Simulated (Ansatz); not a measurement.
Input and output of a self-consistent single point for Sc₃Si₄Ni₄ (Immm, 11 atoms in the cell) (Ansatz, a quantum-chemistry and plane-wave program).

Method of the run: LDA (PW92), default PAW files made with PBE (plane waves; Ansatz).

The change in words: lattice scaled by 0.97. Reference geometry:
```
Sc3(SiNi)4
1.0
   -1.92915     3.23984     6.34543
    1.92915    -3.23984     6.34543
    1.92915     3.23984    -6.34543
Sc Si Ni
3 4 4
Direct
  0.50000   0.00000   0.50000
  0.87335   0.87335   0.00000
  0.12665   0.12665   0.00000
  0.28035   0.78035   0.50000
  0.71965   0.21965   0.50000
  0.18782   0.50000   0.68782
  0.81218   0.50000   0.31218
  0.87134   0.67503   0.19631
  0.12866   0.32497   0.80369
  0.47872   0.67503   0.80369
  0.52128   0.32497   0.19631
```

Reference input (self-consistent single point, DFT, LDA (PW92), plane waves, default PAW files made with PBE): basis.ecutwfc = 420 eV; kpoints.mp_grid.grid = 6 6 6; hamiltonian.xc = lda; hamiltonian.pseudopotentials = {kind: paw} (the program's default PAW files); scf.occupations.method = cold; scf.occupations.width = 0.2 eV. This run's input differs from it in these lines:

```diff
@@ -2,5 +2,5 @@
   lattice:
-    - [-1.929145, 3.239845, 6.345430]
-    - [1.929145, -3.239845, 6.345430]
-    - [1.929145, 3.239845, -6.345430]
+    - [-1.871271, 3.142650, 6.155067]
+    - [1.871271, -3.142650, 6.155067]
+    - [1.871271, 3.142650, -6.155067]
   atoms:
```

Log, with long lists cut:

```
SCF iter   1: F=—  HF=-31805.469880 eV  |F-HF|=—  |Δ(HF+E_count)|=         —  Δρ=1.70e-2  dr2=2.09e-1  ethr=1.77e-3  ⟨swp⟩=5.5  Hψ=12006  notcnv=0
all-band conjugate gradients solve this SCF's bands
preconditioner: auto → Kerker (q_TF=auto, 2.648 Å⁻¹)
SCF iter   2: F=—  HF=-31805.438354 eV  |F-HF|=—  |Δ(HF+E_count)|=   3.15e-2  S|Δr|=    0.00e0  Δρ=4.43e-3  dr2=1.49e-2  ethr=1.73e-4  ⟨swp⟩=2.0  Hψ=4964  notcnv=0  defer=2
   [... lines left out ...]
SCF iter   6: F=—  HF=-31805.435680 eV  |F-HF|=—  |Δ(HF+E_count)|=   2.38e-6  S|Δr|=    0.00e0  Δρ=3.62e-5  dr2=1.62e-6  ethr=5.30e-9  ⟨swp⟩=2.0  Hψ=4518  notcnv=0  defer=2
SCF iter   7: F=—  HF=-31805.435680 eV  |F-HF|=—  |Δ(HF+E_count)|=   1.09e-7  S|Δr|=    0.00e0  Δρ=9.49e-6  dr2=1.14e-7  ethr=1.34e-9  ⟨swp⟩=1.1  Hψ=3124  notcnv=0  defer=2
SCF iter   8: F=-31805.435680 eV  HF=-31805.435680 eV  |F-HF|=4.95e-9  |Δ(HF+E_count)|=   2.48e-8  S|Δr|=    0.00e0  Δρ=2.67e-6  dr2=9.52e-9  ethr=8.26e-11  ⟨swp⟩=9.1  Hψ=14767  notcnv=0
SCF 1 converged in 8 iterations: F = -31805.435680 eV  dr2 = 9.52e-9
Stability not checked (fill_not_monotonic)
Free energy (F): -31805.435680 eV
Internal energy: -31805.438270 eV  (E = F + TS)
E sigma→0 (E₀):  -31805.436543 eV
Entropy (-TS):   0.002590 eV (0.235 meV/atom)
Fermi energy:    14.175948 eV
--- Forces (eV/Å), atoms counted from 1 ---
  atom   1  Sc     0.00000000     0.00000000     0.00000000
  atom   2  Sc     0.00000000     0.00000000     0.13698348
  atom   3  Sc     0.00000000    -0.00000000    -0.13698348
  atom   4  Si     0.00000000    -0.00000000     0.09949405
   [... lines left out ...]
  atom  11  Ni     0.00000000     0.00795809    -0.18442273
--- Stress (GPa, compression-positive) ---
        4.031512       0.000000       0.000000
        0.000000       4.442222       0.000000
        0.000000       0.000000       3.805311
  P = ⅓ Tr σ = 4.0930 GPa (40.930 kbar)
  The stress holds the Pulay correction. Without it, at fixed plane waves, as pw.x and ABINIT print it: P = 4.0238 GPa
```

The run converged in 8 iterations. Against the reference run the free energy falls by 26.4 meV/atom, the pressure goes from -9.69 to 4.09 GPa and the largest force goes from 0.209 to 0.286 eV/Å.

The starting cell comes from a database of computed structures (which also holds hypothetical and non-ambient phases and stackings), without a prior relaxation at this level. For this run, on top of that: lattice scaled by 0.97. Spin polarisation is off. Ansatz's pressure includes its estimate of the finite-basis (Pulay) stress.

Keys are those of Ansatz 0.2.
